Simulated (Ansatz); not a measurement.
# Hypothetical rock salt BeS: response to strain

The reference is BeS in the rock salt structure (space group Fm-3m, No. 225; a = 4.6293 Å; a hypothetical phase, not in the database extracts checked). Axes: x, y, z lie along the cube axes.

Strains are applied to the cell and any free atomic positions relax; under biaxial strain the out-of-plane vector relaxes too.

Levels (all Ansatz, an electronic-structure program, PAW): PBE (420 eV, no SOC); PBEsol (420 eV, scalar-relativistic without spin-orbit coupling).

The base cell above is that of PBE; each level relaxes its own structures.

```csv
case,"band gap, PBE","band gap, PBEsol"
"biaxial strain −3.51 %, plane normal [001], relaxed out of plane",0.62 eV,0.62 eV
isotropic strain +1.45 %,0.95 eV,…
uniaxial strain ε_xx = −4.65 %,0.63 eV,0.59 eV
tensor shear ε_yz = −3.56 %,0.38 eV,…
tensor shear ε_xy = −0.97 %,0.85 eV,0.82 eV
tensor shear ε_xz = +0.21 %,0.95 eV,…
```

Complete the table.


- isotropic strain +1.45 %, band gap, PBEsol: 0.93 eV
- tensor shear ε_yz = −3.56 %, band gap, PBEsol: 0.32 eV
- tensor shear ε_xz = +0.21 %, band gap, PBEsol: 0.92 eV

The two levels differ by at most about 0.06 eV. They disagree on the order of uniaxial strain ε_xx = −4.65 % and biaxial strain −3.51 %, plane normal [001], relaxed out of plane.

Stability against distortions was not tested.
